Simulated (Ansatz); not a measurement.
PtS (P4_2/mmc), PBEsol, rigid bands (Ansatz, a first-principles code): N_c = 2.87e19 cm⁻³ at 300 K and an electron conductivity mass of 1.17 mₑ along y (a = (3.48, 0.00, 0.00) Å; b = (0.00, 3.48, 0.00) Å; c = (0.00, 0.00, 6.07) Å).

Q: For 1e17 electrons per cm³ at 300 K, place the Fermi level, estimate the Seebeck coefficient of a parabolic band with constant τ, and give mobility and conductivity for τ = 10 fs.

A: The level lies k_BT ln(N_c/n) = 0.146 eV below the conduction-band minimum. S ≈ −(k_B/e)[ln(N_c/n) + 5/2] = -703 μV/K, against -733 μV/K from the full bands (mean over directions). μ = eτ/m = 15.0 cm²/(V·s) and σ = neμ = 0.241 S/cm. τ is assumed, not computed.

Band transport and this doping are assumed; polarons and phonon drag are left out. Spin-orbit coupling is left out; with 5d elements it also splits d-like band edges.

Formula and space group known from diffraction (Crystallography Open Database), not checked to be the room-temperature form: PtS (P4_2/mmc).
